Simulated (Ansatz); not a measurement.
composition SiGe, cell Si32Ge32, first heated far above this temperature, then brought to it, at a temperature that wasn't checked against the liquidus, so perhaps supercooled [in the run: it was liquid; mean temperature 1311 K (target 1350 K); density 3.96 g/cm³; one k-point, which a denser mesh shifts by 0.1 GPa in pressure and 0.10 eV/Å in forces]. The atoms began on random sites, so units and networks may differ from a laboratory melt's. Bonds are counted up to Ge-Ge 4.02 Å, Ge-Si 3.34 Å, Si-Si 3.22 Å.

### Question
What distribution of Ge-Ge-Ge angles does PBE (Ansatz, a first-principles code) give?

### Answer
mean 97°, standard deviation 34°.
(angle (°), p (1/°)): (1.5, 0.0000); (4.5, 0.0000); (7.5, 0.0000); (10.5, 0.0000); (13.5, 0.0000); (16.5, 0.0000); (19.5, 0.0000); (22.5, 0.0000); (25.5, 0.0000); (28.5, 0.0000); (31.5, 0.0000); (34.5, 0.0002); (37.5, 0.0018); (40.5, 0.0047); (43.5, 0.0071); (46.5, 0.0091); (49.5, 0.0099); (52.5, 0.0101); (55.5, 0.0094); (58.5, 0.0091); (61.5, 0.0092); (64.5, 0.0085); (67.5, 0.0087); (70.5, 0.0087); (73.5, 0.0088); (76.5, 0.0088); (79.5, 0.0088); (82.5, 0.0092); (85.5, 0.0092); (88.5, 0.0091); (91.5, 0.0097); (94.5, 0.0099); (97.5, 0.0094); (100.5, 0.0095); (103.5, 0.0094); (106.5, 0.0094); (109.5, 0.0089); (112.5, 0.0086); (115.5, 0.0085); (118.5, 0.0084); (121.5, 0.0079); (124.5, 0.0076); (127.5, 0.0073); (130.5, 0.0072); (133.5, 0.0069); (136.5, 0.0067); (139.5, 0.0064); (142.5, 0.0061); (145.5, 0.0053); (148.5, 0.0050); (151.5, 0.0045); (154.5, 0.0043); (157.5, 0.0037); (160.5, 0.0031); (163.5, 0.0029); (166.5, 0.0022); (169.5, 0.0018); (172.5, 0.0012); (175.5, 0.0008); (178.5, 0.0003)
